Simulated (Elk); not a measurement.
```
CELL_PARAMETERS angstrom
      3.14386     0.00000     0.00000
     -1.57193     2.72266     0.00000
      0.00000     0.00000     7.95061
ATOMIC_POSITIONS crystal
  Ti 0.33333 0.66667 0.70676
  Ti 0.66667 0.33333 0.29324
  Ti 0.00000 0.00000 0.00000
  P  0.00000 0.00000 0.50000
  O  0.33333 0.66667 0.14226
  O  0.66667 0.33333 0.85774
```

Computed with PBEsol+U, all-electron FP-LAPW, Elk's shipped species files, default APW+lo basis (Elk).

The set-up and first iterations of an Elk log for Ti3PO2 (P-3m1, 6 atoms in the cell):

```
│ Elk code version 10.2.4 │

All units are atomic (Hartree, Bohr, etc.)

│ Ground-state run starting from atomic densities │

Lattice vectors :
   5.941031802     -0.2800000000E-06   0.000000000
  -2.970515658       5.145084605       0.000000000
   0.000000000       0.000000000       15.02448487

Unit cell volume      :    459.2550882
Brillouin zone volume :   0.5401142411

Muffin-tin inner radius fraction :   0.1000000000E-01

Nuclei treated as point charges

Species :    1 (Ti)
 parameters loaded from : Ti.in
 name : titanium
 nuclear charge    :   -22.00000000
 electronic charge :    22.00000000
 atomic mass :    87256.20310
 muffin-tin radius :    2.160000000
 number of radial points in muffin-tin :    497
 atomic positions (lattice), magnetic fields (Cartesian) :
   1 :   0.33333333 -0.33333333  0.20676000    0.00000000  0.00000000  0.00000000
   2 :  -0.33333333  0.33333333 -0.20676000    0.00000000  0.00000000  0.00000000
   [... lines left out ...]
Maximum |G| for potential and density :    12.00000000
 potential will be trimmed for |G| > 2 gkmax
Constant for pseudocharge density :    6
Radial integration step length :    4

G-vector grid sizes :     24    24    60
Number of G-vectors :    13425

Maximum angular momentum used for
 APW functions                      :    8
 outer part of muffin-tin           :    6
 inner part of muffin-tin           :    1

Total nuclear charge    :   -97.00000000
Total core charge       :    44.00000000
Total valence charge    :    53.00000000
Total excess charge     :    0.000000000
Total electronic charge :    97.00000000

Effective Wigner radius, rₛ :    1.041672529

Number of empty states         :   24
Total number of valence states :   51
Total number of core states    :   44

Total number of local-orbitals :   54

Exchange-correlation functional :     22     0     0
 PBEsol, Phys. Rev. Lett. 100, 136406 (2008)
 gradient requirement :    1
 generalised gradient approximation (GGA)

DFT+U calculation
 fully localised limit (FLL)
 see Phys. Rev. B 52, R5467 (1995)
 species :    1 (Ti), l =  2, U =   0.22049600, J =   0.00000000

Smearing type :    0
 Gaussian
Smearing width :   0.9995820000E-02
Effective electronic temperature (K) :    3156.430308

Mixing type :    3
 Broyden mixing, J. Phys. A: Math. Gen. 17, L317 (1984)

Kohn-Sham potential initialised from atomic data
│ Self-consistent loop started │
│ Loop number : 1 │
 total energy                :     -3052.35392424
│ Loop number : 2 │
 total energy                :     -3047.98084579
RMS change in Kohn-Sham potential (target) :    1.352397478     (  0.1000000000E-05)
Absolute change in total energy (target)   :    4.373078450     (  0.1000000000E-03)
│ Loop number : 3 │
 total energy                :     -3048.23482970
RMS change in Kohn-Sham potential (target) :    1.348976285     (  0.1000000000E-05)
Absolute change in total energy (target)   :   0.8392857086     (  0.1000000000E-03)
│ Loop number : 4 │
 total energy                :     -3048.51955379
RMS change in Kohn-Sham potential (target) :    1.349387295     (  0.1000000000E-05)
Absolute change in total energy (target)   :   0.7490266508E-01 (  0.1000000000E-03)
│ Loop number : 5 │
 total energy                :     -3054.71222903
RMS change in Kohn-Sham potential (target) :    1.347493847     (  0.1000000000E-05)
Absolute change in total energy (target)   :    6.211400908     (  0.1000000000E-03)
│ Loop number : 6 │
 total energy                :     -3066.38485346
RMS change in Kohn-Sham potential (target) :    1.371944383     (  0.1000000000E-05)
Absolute change in total energy (target)   :    13.22547465     (  0.1000000000E-03)
│ Loop number : 7 │
 total energy                :     -3353.41723667
RMS change in Kohn-Sham potential (target) :    6.029742522     (  0.1000000000E-05)
   [... lines left out ...]
```

Problem. Will this run converge, and how will it end?

Solution. The run ended unconverged after 100 iterations. It gives no final result for the task that was set. The log goes on:

```
 total energy                :     -3050.20194548
RMS change in Kohn-Sham potential (target) :   0.1401708216E-01 (  0.1000000000E-05)
   [... lines left out ...]
RMS change in Kohn-Sham potential (target) :   0.1237171996E-03 (  0.1000000000E-05)
Absolute change in total energy (target)   :   0.1010938061E-02 (  0.1000000000E-03)
│ Loop number : 98 │
 total energy                :     -3050.13195517
RMS change in Kohn-Sham potential (target) :   0.1269706707E-03 (  0.1000000000E-05)
Absolute change in total energy (target)   :   0.2295118447E-03 (  0.1000000000E-03)
│ Loop number : 99 │
 total energy                :     -3050.13146147
RMS change in Kohn-Sham potential (target) :   0.2259887076E-03 (  0.1000000000E-05)
Absolute change in total energy (target)   :   0.5510695923E-03 (  0.1000000000E-03)
│ Loop number : 100 │
Reached self-consistent loops maximum

Energies :
 Fermi                       :     0.446461668397
 DFT+U                       :     0.505501594387E-01
 total energy                :     -3050.12988688

Density of states at Fermi energy :    107.5423076
 (states/Hartree/unit cell)

Estimated indirect band gap :   0.3490170124E-02
 from k-point     20 to k-point     10
Estimated direct band gap   :   0.9304547469E-02
 at k-point     18

Charges :
 core                        :    44.00000000
 valence                     :    53.00000000
 interstitial                :    9.989076456
 muffin-tins (core leakage)
  species :    1 (Ti)
   atom    1                 :    19.85603449     (  0.8957368181E-08)
   atom    2                 :    19.85603449     (  0.8957368181E-08)
   atom    3                 :    19.87575150     (  0.8950767239E-08)
  species :    2 (P)
   atom    1                 :    12.89152225     (  0.1174621269E-02)
  species :    3 (O)
   atom    1                 :    7.265790409     (  0.8504400806E-07)
   atom    2                 :    7.265790409     (  0.8504400806E-07)
 total in muffin-tins        :    87.01092354
 total calculated charge     :    97.02252613
 total charge                :    97.00000000
 error                       :   0.2252612517E-01

│ Self-consistent loop stopped │
```

The starting cell comes from a database of computed structures (which also holds hypothetical and non-ambient phases and stackings), without a prior relaxation at this level. Its lattice was rescaled by a random factor within 2.5 % of one. Spin polarisation is off. The U value is a test value, and with U on an open shell several self-consistent states can exist. Values depend on the basis (sphere radii, cutoffs, local orbitals), which need not be converged.

The run was DFT, PBEsol+U, all-electron FP-LAPW, Elk's shipped species files, default APW+lo basis. Main settings of its input:

xctype: 22
stype: 0
swidth: 0.00999582 Ha
dft+u: [[1, 1], [1, 2, 0.220496, 0.0]] Ha
ngridk: 8 8 3
rmtscf: 0.9
maxscl: 100
